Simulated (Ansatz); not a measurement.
Take NaI in the rock salt structure (space group Fm-3m, No. 225) as the base.

```
NaI
1.0
    0.00000     3.26452     3.26452
    3.26452     0.00000     3.26452
    3.26452     3.26452     0.00000
I Na
1 1
Direct
  0.00000   0.00000   0.00000
  0.50000   0.50000   0.50000
```

Method: PBE/PAW in Ansatz (an electronic-structure program), no SOC.

Base values:

```
Quantity    Result
--------  --------
Band gap   3.58 eV
Pressure  0.00 GPa
```

The change: the cell is scaled by 0.9636 in all directions; the atoms relax in the strained cell.

Estimate the effect on the energy relative to the base, band gap and pressure.

The energy goes up by 23 meV/atom; the band gap increases by 0.31 eV to 3.89 eV; the pressure goes from zero to 2.19 GPa.

With I present, leaving out spin-orbit coupling can change the band edges. No phonon test of stability was made.
